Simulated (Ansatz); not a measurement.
**Response to strain in W**

Start from W in the bcc (W type) structure (space group Im-3m, No. 229; a = 3.1688 Å; relaxed with 0.1 eV smearing). Axes: x, y, z lie along the cube axes.

Strains are applied to the cell and any free atomic positions relax.

Level of theory: Kohn–Sham DFT with the r2SCAN functional, run in Ansatz (an electronic-structure program) with PAW and 500 eV plane waves, without spin-orbit coupling.

Notes on the quantities. energy relative to the base: free energy F.

| case | volume per atom | energy relative to the base |
|---|---|---|
| base | 15.91 Å³ | 0 meV/atom |
| uniaxial strain ε_zz = +0.50 % | 15.99 Å³ | ___ |
| uniaxial strain ε_zz = +1.00 % | 16.07 Å³ | +2.7 meV/atom |
| uniaxial strain ε_zz = +1.50 % | 16.15 Å³ | +5.9 meV/atom |
| uniaxial strain ε_zz = +2.00 % | 16.23 Å³ | ___ |
| uniaxial strain ε_zz = +2.50 % | 16.31 Å³ | ___ |
| uniaxial strain ε_zz = +3.00 % | 16.39 Å³ | ___ |

Question: Complete the table.

Answer: 
- uniaxial strain ε_zz = +0.50 %, energy relative to the base: +0.7 meV/atom
- uniaxial strain ε_zz = +2.00 %, energy relative to the base: +10 meV/atom
- uniaxial strain ε_zz = +2.50 %, energy relative to the base: +16 meV/atom
- uniaxial strain ε_zz = +3.00 %, energy relative to the base: +23 meV/atom

Stability against distortions was not tested. The final runs are not spin-polarised.
